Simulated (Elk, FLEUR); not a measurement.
An Elk input for a self-consistent single point of TiAl (P4/mmm, 2 atoms in the cell) (DFT, PBE, all-electron FP-LAPW, Elk's shipped species files, APW+lo basis with extra local orbitals):

```
tasks
  0

xctype
  20

tforce
  .true.

rgkmax
  7.5

gmaxvr
  18.0

lmaxapw
  10

lmaxo
  8

nxlo
  2

lorbcnd
  .true.

lradstp
  2

nrmtscf
  2.0

lmaxi
  4

stype
  3

swidth
  0.00367493

scale
  5.14129094

avec
    1.0000000000    0.0000000000    0.0000000000
    0.0000000000    1.0000000000    0.0000000000
    0.0000000000    0.0000000000    1.4467385415

atoms
  2   : nspecies
  'Ti.in'   : spfname
  1   : natoms; atposl, bfcmt below
  0.5000000000  0.5000000000  0.5000000000    0.0 0.0 0.0
  'Al.in'   : spfname
  1   : natoms; atposl, bfcmt below
  0.0000000000  0.0000000000  0.0000000000    0.0 0.0 0.0

ngridk
  12 12 8
```

### Question
Write the same calculation as an input for FLEUR.

### Answer
One input that does it (others would too):

Input of the input generator:

```
TiAl FLAPW
&input film=f /
2.7206540000 0.0000000000 0.0000000000
0.0000000000 2.7206540000 0.0000000000
0.0000000000 0.0000000000 3.9360750000
1.8897261246
1.0 1.0 1.0

2
22 0.5000000000 0.5000000000 0.5000000000
13 0.0000000000 0.0000000000 0.0000000000

&comp jspins=1 /
&kpt div1=12 div2=12 div3=8 gamma=t /
&end /
```

```xml
<?xml version="1.0" encoding="UTF-8" standalone="no"?>
<fleurInput fleurInputVersion="0.39">
   <comment>
      TiAl FLAPW                                                                                          
   </comment>
   <calculationSetup>
      <cutoffs Kmax="4.1" Gmax="16.4" GmaxXC="16.4" numbands="0"/>
      <scfLoop itmax="100" minDistance="0.00001" maxIterBroyd="15" imix="Anderson" alpha="0.05" precondParam="0.0" spinf="2.0"/>
      <coreElectrons ctail="T" frcor="F" kcrel="0" coretail_lmax="0"/>
      <xcFunctional name="pbe" relativisticCorrections="F"/>
      <magnetism jspins="1"/>
      <soc l_soc="F" theta="0.0" phi="0.0" spav="F"/>
      <expertModes spex="0" secvar="F"/>
      <geometryOptimization l_f="T" forcealpha="1.0" forcemix="BFGS" epsdisp="0.00001" epsforce="0.00001"/>
      <ldaU l_linMix="F" mixParam="0.05" spinf="1.0"/>
   </calculationSetup>
   <cell>
      <bzIntegration valenceElectrons="15.0" mode="hist" fermiSmearingEnergy="0.00367493">
         <kPointListSelection listName="default-1"/>
         <!-- k-points included here -->
         <xi:include xmlns:xi="http://www.w3.org/2001/XInclude" href="kpts.xml"> </xi:include>
      </bzIntegration>
      <!-- symmetry operations included here -->
      <xi:include xmlns:xi="http://www.w3.org/2001/XInclude" href="sym.xml"> </xi:include>
      <bulkLattice scale="1.0">
         <bravaisMatrix>
            <row-1>    5.1412909397974884     0.0000000000000000     0.0000000000000000</row-1>
            <row-2>    0.0000000000000000     5.1412909397974884     0.0000000000000000</row-2>
            <row-3>    0.0000000000000000     0.0000000000000000     7.4381037558849448</row-3>
         </bravaisMatrix>
      </bulkLattice>
   </cell>
   <atomSpecies>
      <species name="Titanium (Ti)" element="Ti" atomicNumber="22">
         <mtSphere radius="2.40" gridPoints="847" logIncrement="0.014"/>
         <atomicCutoffs lmax="10" lnonsphr="8"/>
         <electronConfig flipSpins="F">
            <coreConfig>(1s1/2) (2s1/2) (2p1/2) (2p3/2)</coreConfig>
            <valenceConfig>(3s1/2) (3p1/2) (3p3/2) (4s1/2) (3d3/2) (3d5/2)</valenceConfig>
            <stateOccupation state="(3d3/2)" spinUp="0.4" spinDown="0.4"/>
            <stateOccupation state="(3d5/2)" spinUp="0.6" spinDown="0.6"/>
         </electronConfig>
         <energyParameters s="4" p="4" d="3" f="4"/>
         <lo type="SCLO" l="0" n="3" eDeriv="0"/>
         <lo type="SCLO" l="1" n="3" eDeriv="0"/>
      </species>
      <species name="Aluminum (Al)" element="Al" atomicNumber="13">
         <mtSphere radius="2.40" gridPoints="847" logIncrement="0.014"/>
         <atomicCutoffs lmax="10" lnonsphr="8"/>
         <electronConfig flipSpins="F">
            <coreConfig>(1s1/2) (2s1/2) (2p1/2) (2p3/2)</coreConfig>
            <valenceConfig>(3s1/2) (3p1/2) (3p3/2)</valenceConfig>
            <stateOccupation state="(3p1/2)" spinUp="0.1666666666667" spinDown="0.1666666666667"/>
            <stateOccupation state="(3p3/2)" spinUp="0.3333333333333" spinDown="0.3333333333333"/>
         </electronConfig>
         <energyParameters s="3" p="3" d="3" f="4"/>
      </species>
   </atomSpecies>
   <atomGroups>
      <atomGroup species="Titanium (Ti)">
         <relPos label="                   1">1.000/2.000 1.000/2.000 1.000/2.000</relPos>
         <force calculate="T" relaxXYZ="TTT"/>
      </atomGroup>
      <atomGroup species="Aluminum (Al)">
         <relPos label="                   2">.0000000000 .0000000000 .0000000000</relPos>
         <force calculate="T" relaxXYZ="TTT"/>
      </atomGroup>
   </atomGroups>
   <output dos="F" band="F" slice="F">
      <checks vchk="F" cdinf="F"/>
      <bandDOS minEnergy="-.5*Htr" maxEnergy="0.5*Htr" sigma="0.015" storeEVData="T"/>
      <vacuumDOS vacdos="F" integ="F" star="F" nstars="0" locx1="0.0" locy1="0.0" locx2="0.0" locy2="0.0" nstm="0" tworkf="0.0"/>
      <unfoldingBand unfoldBand="F" supercellX="1" supercellY="1" supercellZ="1"/>
      <plotting iplot="0" polar="F">
         <plot TwoD="T" vec1="  1.0  0.0  0.0" vec2="  0.0  1.0  0.0" vec3="  0.0  0.0  1.0" zero="  0.0  0.0  0.0" file="plot"/>
      </plotting>
      <chargeDensitySlicing numkpt="0" minEigenval="0.0" maxEigenval="0.0" nnne="0" pallst="F"/>
      <specialOutput eonly="F"/>
      <magneticCircularDichroism mcd="F" energyLo="-10.0" energyUp="0.0"/>
   </output>
  <!-- We include the file relax.xml here to enable relaxations (see documentation) -->
  <xi:include xmlns:xi="http://www.w3.org/2001/XInclude" href="relax.xml"> <xi:fallback/> </xi:include>
</fleurInput>
```

Basis settings and potentials, where a program has them, do not carry over. This input uses DFT, PBE, all-electron FLAPW (FLEUR), scalar-relativistic valence.

The starting cell comes from a database of computed structures (which also holds hypothetical and non-ambient phases and stackings), without a prior relaxation at this level. Its lattice was rescaled by a random factor within 2.5 % of one. For this run, on top of that: lattice scaled by 0.98.
